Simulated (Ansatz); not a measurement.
Consider SrTiO3 in the cubic perovskite structure (space group Pm-3m, No. 221; a = 3.907 Å).

The values are results of r2SCAN in Ansatz (plane waves to 500 eV, PAW, no spin-orbit coupling), not measurements.

Before the change:

| Item | Result |
|---|---|
| Volume per atom | 11.93 Å³ |

The change: cell and atoms relaxed at a pressure of 0.7 GPa.

Question: How does this affect the volume per atom?

Answer: The volume per atom decreases by 0.044 Å³, from 11.93 Å³ to 11.88 Å³.

Load acts through the strain it causes; cell and atoms are relaxed under it. No phonon test of stability was made. The final runs are not spin-polarised. Many cubic perovskites are stable only at high temperature; tilts and polar distortions were not tested.

Ansatz is an electronic-structure program.
